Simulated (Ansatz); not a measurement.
Consider CsPbCl3 in the cubic perovskite structure (space group Pm-3m, No. 221; a = 5.5209 Å). Axes: x, y, z lie along the cube axes.

Method: Kohn–Sham DFT with the LDA functional, run in Ansatz (a first-principles code) with PAW and 420 eV plane waves, no spin-orbit coupling.

Strains are applied to the cell and any free atomic positions relax; under biaxial strain the out-of-plane vector relaxes too.

One change was made to it. Results:

| quantity | base | after |
|---|---|---|
| energy relative to the base (free energy F) | 0 meV/atom | +2.2 meV/atom |
| pressure (mean of the normal stresses, compression positive) | 0.00 GPa | -0.57 GPa |

**Question.** What was done to the base?
A. biaxial strain +3.00 %, plane normal [001], relaxed out of plane
B. biaxial strain +2.40 %, plane normal [001], relaxed out of plane
C. biaxial strain +1.80 %, plane normal [001], relaxed out of plane
D. biaxial strain +1.20 %, plane normal [001], relaxed out of plane
E. biaxial strain +0.60 %, plane normal [001], relaxed out of plane

**Answer.** D, biaxial strain +1.20 %, plane normal [001], relaxed out of plane. For comparison, the energy relative to the base in the other runs: biaxial strain +2.40 %, plane normal [001], relaxed out of plane gives +8.6 meV/atom; biaxial strain +1.80 %, plane normal [001], relaxed out of plane gives +4.9 meV/atom; biaxial strain +3.00 %, plane normal [001], relaxed out of plane gives +13 meV/atom; biaxial strain +0.60 %, plane normal [001], relaxed out of plane gives +0.6 meV/atom.

Stability against distortions was not tested. Many cubic perovskites are stable only at high temperature; tilts and polar distortions were not tested. This is not the structure that CsPbCl3 has at room temperature and ambient pressure.
